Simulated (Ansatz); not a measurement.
Total g(r) from a molecular-dynamics run [in the run: one k-point, which a denser mesh shifts by 0.1 GPa in pressure and 0.08 eV/Å in forces]. Calculation: PBE (plane waves, PAW; Ansatz, a quantum-chemistry and plane-wave program).

(r (Å), g(r)): (1.02, 0.00); (1.14, 0.00); (1.26, 0.00); (1.38, 0.00); (1.50, 0.00); (1.62, 0.00); (1.74, 0.00); (1.86, 0.00); (1.98, 0.00); (2.10, 0.07); (2.22, 0.45); (2.34, 1.23); (2.46, 1.73); (2.58, 1.83); (2.70, 1.82); (2.82, 1.47); (2.94, 1.23); (3.06, 1.10); (3.18, 0.99); (3.30, 0.97); (3.42, 0.92); (3.54, 0.94); (3.66, 0.92); (3.78, 0.91); (3.90, 0.93); (4.02, 0.95); (4.14, 0.94); (4.26, 0.97); (4.38, 0.99); (4.50, 0.97); (4.62, 1.01); (4.74, 0.95); (4.86, 1.02); (4.98, 0.97); (5.10, 1.04); (5.22, 0.99); (5.34, 0.99); (5.46, 0.99); (5.58, 1.01)

Which system gave this curve?
A) Ga2O3 (corundum; a metastable form), crystal, 297 K
B) MgO (rock salt), crystal, 297 K, 1.9 GPa
C) SiGe, liquid, 1954 K
D) CoSi (B20 type), crystal, 292 K, 9.7 GPa

C, SiGe, liquid, 1954 K
